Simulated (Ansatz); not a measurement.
The starting structures come from a database of crystals and need not be the phases stable at ambient conditions.

By LDA, the system below comes out a metal.

The ballistic (Sharvin) conductance counts the channels at the Fermi level: G/A = (e²/h) × channels of both spins per area.

Consider the following.

```xyz
2
Lattice="3.1608 0.0000 0.0000 0.0000 5.8531 0.0000 1.5804 2.9265 3.0794" Properties=species:S:1:pos:R:3 pbc="T T T"
In     1.2717     2.9265     0.0000
Sb     2.6819     0.0000     0.0000
```

Space group of this cell: Imm2. The cell is taken as given; by LDA its mean pressure is -4.3 GPa.

The current flows along the normal of the first two printed cell vectors. No spin-orbit coupling; the value is a mean over 0.1 eV about the Fermi level.

Task: Give the ballistic conductance per area that LDA (Ansatz, a first-principles code) yields.

Result: 0.66 × 10¹⁵ S/m² for both spins.
